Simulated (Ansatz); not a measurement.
Structures of equal composition on the (110) surface of germanium: Sb on one of 2 atoms of the third shell, no caps; Sb on one of 2 surface atoms, no caps; Sb on one of 2 atoms under the surface, no caps. The slabs share one bottom face, and each structure is named by its start. These are constructed structures in small cells; real faces may alloy, dewet or reconstruct in larger ones, and not all known structures of the face are among them. Slabs of about 16 Å with all that they carry, Fermi-Dirac smearing of 0.025 eV. Bottom of the slabs: built like the top, H on every dangling bond, free. Relaxed from the named starts with such symmetry as they have, on meshes of like density; energies extrapolated to zero smearing; no spin-orbit coupling, no U. Spin-polarised runs, if any, are marked in brackets, and their order is one that fits the cell; the others ran without spin. Where a second, spin-polarised start was run, the lower counts.

Computed with PBE (plane waves to 420 eV, PAW; Ansatz, a program for electronic structure).

Q: Order them by energy per 1x1 cell (lowest first) at the level PBE.

A: Sb on one of 2 surface atoms, no caps (0.000 eV [spin start, no net moment], no gap over 0.04 eV on the mesh), Sb on one of 2 atoms under the surface, no caps (0.542 eV (like top atoms buckled by 1.0 Å) [spin start, no net moment], no gap over 0.04 eV on the mesh), Sb on one of 2 atoms of the third shell, no caps (1.017 eV [spin start, no net moment], no gap over 0.04 eV on the mesh)
